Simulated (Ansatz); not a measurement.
The starting structures come from a database of crystals and need not be the phases stable at ambient conditions.

Given:

```
S2Si
1.0
    5.52685     0.00000     0.00000
    0.00000     5.40800     0.00000
    2.76342     2.70400     4.78308
Si S
2 4
Direct
  0.25000   0.00000   0.00000
  0.75000   0.00000   0.00000
  0.11928   0.33616   0.76144
  0.88072   0.66384   0.23856
  0.38072   0.09760   0.23856
  0.61928   0.90240   0.76144
```

The cell was relaxed by PBE-D3(BJ).

Transport runs along the normal of the first two printed cell vectors.

The gap is the functional's own, uncorrected, and κ follows it; spin-orbit coupling is left out. Mid-gap means the computed energy nearest the middle.

Estimate the band gap and the smallest decay constant κ at mid-gap that Ansatz (an electronic-structure program) with r2SCAN returns for this system.

Gap 3.04 eV on a 6×6×6 mesh; κ = 0.386 1/Å, at (0.167, 0.000) of the in-plane reciprocal vectors. At the zone centre the slowest state has κ = 0.39 1/Å.
